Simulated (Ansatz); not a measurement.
Cells marked so need not be the phases stable at ambient conditions, and some may be hypothetical.

 Where the default PAW files enter, the runs use the earlier of Ansatz's two default sets.

No gap correction and no spin-orbit coupling; mid-gap values are interpolated between computed energies.

A. TlI (Pm-3m, CsCl type, not sure to be the ambient phase, 2 atoms a cell, 36.8 Å³ an atom), along the normal of (111)
B. NaCNO (R3m, not sure to be the ambient phase, 4 atoms a cell, 14.8 Å³ an atom, -3 GPa at this level), along the normal of (101)
C. CsCl (Pm-3m, CsCl type, 2 atoms a cell, 35.6 Å³ an atom), along the normal of (110)
D. Li$_{2}$H$_{6}$Pt (Fm-3m, not sure to be the ambient phase, 9 atoms a cell, 8.2 Å³ an atom), along the normal of (001)

Q: Order them by mid-gap decay constant of the slowest evanescent state (lowest first) at the level r2SCAN (Ansatz, a quantum-chemistry and plane-wave program).

A: A (0.17 1/Å), D (0.33 1/Å), C (0.39 1/Å), B (0.51 1/Å)
